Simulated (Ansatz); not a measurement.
This Ansatz (a program for electronic structure) input is the reference run, HfO$_{2}$ in the fluorite structure (space group Fm-3m, No. 225), computed with r2SCAN (Ansatz, PAW, spin-orbit coupling left out), earlier PAW set:

Ansatz 0.2 input:
```yaml
crystal:
  lattice:
    - [0, 2.5294454522, 2.5294454522]
    - [2.5294454522, 0, 2.5294454522]
    - [2.5294454522, 2.5294454522, 0]
  atoms:
    - { symbol: Hf, position: [0, 0, 0] }
    - { symbol: O, position: [0.25, 0.25, 0.25] }
    - { symbol: O, position: [0.75, 0.75, 0.75] }
basis: { ecutwfc: 500, ecutrho_ratio: 4, xc_grid: 4, fft_grid_basis: typed }
kpoints: { mp_grid: { grid: [11, 11, 11] } }
hamiltonian:
  xc: r2scan
  dispersion: none
  pseudopotentials: { azcp: { folder: ./paw }, kind: paw }
scf: { occupations: { method: fermi_dirac, width: 0.05 }, convergence: { dr2_threshold: 0.0000000003 } }
output: { forces: true, stress: true }
checkpoint: { write: state.ck, write_every: 1000 }
```

Q: Write the input for this change: uniaxial stress, 1 GPa compression along x, with the cell and atoms free to relax against it.

A: 
Ansatz 0.2 input:
```yaml
crystal:
  lattice:
    - [0, 2.5294454522, 2.5294454522]
    - [2.5294454522, 0, 2.5294454522]
    - [2.5294454522, 2.5294454522, 0]
  atoms:
    - { symbol: Hf, position: [0, 0, 0] }
    - { symbol: O, position: [0.25, 0.25, 0.25] }
    - { symbol: O, position: [0.75, 0.75, 0.75] }
basis: { ecutwfc: 500, ecutrho_ratio: 4, xc_grid: 4, fft_grid_basis: typed }
kpoints: { mp_grid: { grid: [11, 11, 11] } }
hamiltonian:
  xc: r2scan
  dispersion: none
  pseudopotentials: { azcp: { folder: ./paw }, kind: paw }
scf: { occupations: { method: fermi_dirac, width: 0.05 } }
relax: { f_tol: 0.005, max_steps: 50, cell: { stress_tol: 0.01, sigma_target: [1, 0, 0, 0, 0, 0] } }
output: { forces: true, stress: true }
checkpoint: { write: state.ck, write_every: 1000 }
```
This is the input that was run.

Load acts through the strain it causes; cell and atoms are relaxed under it. sigma_target is in GPa, compression positive, in the order xx, yy, zz, yz, xz, xy. Beyond what the load breaks, stability against distortions was not tested. This is not the structure that HfO2 has at room temperature and ambient pressure.
